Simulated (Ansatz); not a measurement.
**A computed series for BeSe: response to strain**

Take BeSe in the zinc blende structure (space group F-43m, No. 216; a = 5.0816 Å) as the base. Axes: x, y, z lie along the cube axes.

Strains are applied to the cell and any free atomic positions relax.

Method: LDA (Ansatz, a quantum-chemistry and plane-wave program; PAW; 420 eV plane waves; no spin-orbit coupling).

Notes on the quantities. energy relative to the base: free energy F; pressure: mean of the normal stresses, compression positive.

```tsv
case	energy relative to the base	band gap	gap character	pressure	volume per atom
base	0 meV/atom	2.40 eV	–	-0.01 GPa	16.40 Å³
uniaxial strain ε_zz = −3.00 %	+6.5 meV/atom	2.08 eV	indirect, Γ → M	2.69 GPa	15.91 Å³
uniaxial strain ε_zz = −2.00 %	+2.9 meV/atom	2.19 eV	indirect, Γ → M	1.75 GPa	16.07 Å³
uniaxial strain ε_zz = −1.50 %	+1.6 meV/atom	2.24 eV	indirect, Γ → M	1.30 GPa	16.16 Å³
uniaxial strain ε_zz = −1.00 %	+0.7 meV/atom	2.29 eV	indirect, Γ → M	0.85 GPa	16.24 Å³
uniaxial strain ε_zz = −0.50 %	+0.2 meV/atom	2.35 eV	indirect, Γ → M	0.42 GPa	16.32 Å³
uniaxial strain ε_zz = +0.50 %	+0.2 meV/atom	2.39 eV	indirect, Γ → X	-0.42 GPa	16.48 Å³
uniaxial strain ε_zz = +2.00 %	+2.8 meV/atom	2.36 eV	indirect, Γ → X	-1.61 GPa	16.73 Å³
uniaxial strain ε_zz = +2.50 %	?	2.35 eV	indirect, Γ → X	?	16.81 Å³
uniaxial strain ε_zz = +3.00 %	+6.3 meV/atom	2.34 eV	indirect, Γ → X	-2.36 GPa	16.89 Å³
```

Question: Complete the table.

Answer: 
- uniaxial strain ε_zz = +2.50 %, energy relative to the base: +4.4 meV/atom
- uniaxial strain ε_zz = +2.50 %, pressure: -1.99 GPa

Whether these cells are dynamically stable was not tested. k-point labels follow each cell's own Brillouin zone.
